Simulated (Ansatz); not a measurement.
## C on the N site + Si on the Al site (wurtzite AlN host)

All values below come from PBE, PAW (plane waves to 420 eV; Ansatz, a quantum-chemistry and plane-wave program). Cell and caveats: 96-site cell; 2×2×2 shifted k-points; start: the N site; Al 1.90 Å away; finite-size errors of tenths of an eV; relaxed from one start, so a lower configuration may exist; flagged in the runs: a host whose relaxation on this sampling wasn't shown to rest.

Neighbours after relaxation, in Å: of the Si atom: C 1.79, N 1.82, N 1.82, N 1.82; of the C atom: Si 1.79, Al 1.94, Al 1.94, Al 1.96.

```json
[
 {"charge": "0", "moment (μB)": "not spin-polarised", "largest move off a lattice site (Å)": "0.11"}
]
```

Flagged in the runs: a host whose relaxation on this sampling wasn't shown to rest.

All states together cost very roughly 8 core-minutes.
